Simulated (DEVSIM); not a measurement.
System: abrupt GaAs n-p junction, at 300 K.

```tsv
layer (left to right)	material	thickness (μm)	Nd (cm⁻³)	Na (cm⁻³)	τn (s)	τp (s)
1	GaAs	0.540	3.1e16	-	2.1e-8	2.1e-8
2	GaAs	1.20	-	1.5e16	2.1e-8	2.1e-8
```

Left contact: ohmic. Right contact: ohmic. Voltage is applied to the left contact. Recombination: SRH at mid-gap, radiative, Auger. Mobility is μmin + (μ − μmin)/(1 + (N/Nref)^α).

This is a model device: material constants are rounded textbook-type values typed into the input, and sizes, dopings and lifetimes were drawn at random. Values at 300 K.

```csv
parameter,GaAs
gap (eV),1.424
affinity (eV),4.07
permittivity,12.9
Nc (cm⁻³),4.7e17
Nv (cm⁻³),9e18
μn (cm²/Vs),8500
μp (cm²/Vs),400
"μn,min",500
"μp,min",20
"Nref,n",6e16
"Nref,p",1.5e17
αn,0.39
αp,0.38
B (cm³/s),2e-10
Cn (cm⁶/s),1e-30
Cp (cm⁶/s),1e-30
```

Model (solved in DEVSIM): 1D drift-diffusion, Boltzmann statistics, complete ionisation; no tunnelling, impact ionisation, image-force lowering or self-heating.

The thickness of layer 2 was swept, all else fixed.

| thickness of layer 2 (μm) | dark forward voltage at 1 A/cm² (V) | dark forward voltage at 100 A/cm² (V) |
|---|---|---|
| 0.24 | (withheld) | (withheld) |
| 0.42 | 0.928 | 1.051 |
| 0.72 | 0.945 | 1.067 |
| 1.2 | 0.960 | 1.081 |
| 2 | 0.973 | 1.095 |
| 3.6 | 0.987 | 1.113 |
| 6 | 0.998 | 1.131 |

Problem. Some entries are withheld; supply them.

Solution. 
- 0.24, dark forward voltage at 1 A/cm² (V): 0.904
- 0.24, dark forward voltage at 100 A/cm² (V): 1.031
